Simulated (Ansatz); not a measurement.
## LiNbO3 (R3c): band-edge transport data

Given:

```xyz
10
Lattice="2.5672 1.4822 4.6084 -2.5672 1.4822 4.6084 0.0000 -2.9643 4.6084" Properties=species:S:1:pos:R:3 pbc="T T T"
Li     0.0000     0.0000     3.8817
Li     0.0000     0.0000    10.7943
Nb     0.0000     0.0000    13.8030
Nb     0.0000     0.0000     6.8904
O     -0.6435    -1.4346     5.4744
O      1.5642     0.1600     5.4744
O     -0.9207     1.2746     5.4744
O     -1.6465    -0.2075     7.7786
O      0.6435     1.5297     7.7786
O      1.0030    -1.3222     7.7786
```

Method: r2SCAN, rigid bands (plane waves, PAW, scalar-relativistic; Ansatz, an electronic-structure program). Condition of this run: functional r2SCAN on the same cell. How the cell was made: cell and atoms relaxed with PBEsol.

```yaml
band_gap: 3.95 eV
electron conductivity mass (300 K, dilute): 2.2 (x), 2.2 (y), 1.21 (z) mₑ
hole conductivity mass (300 K, dilute): 3.4 (x), 3.4 (y), 5.0 (z) mₑ
effective density of states N_c (300 K): 6.3e20 cm⁻³
effective density of states N_v (300 K): 6.7e20 cm⁻³
density_of_states_mass_electrons: 8.6 mₑ
density_of_states_mass_holes: 9.0 mₑ
Seebeck coefficient, n-type 1e19 cm⁻³, 300 K: -570 μV/K
Seebeck coefficient, p-type 1e19 cm⁻³, 300 K: 594 μV/K
```

Rigid bands; masses and Seebeck coefficients take one relaxation time τ for all states and one kind of carrier; polarons and phonon drag are left out. Spin-orbit coupling is left out; where it splits the top of the valence band, N_v and the p-type Seebeck coefficient come out somewhat high without it. Geometry: cell and atoms relaxed with PBEsol.
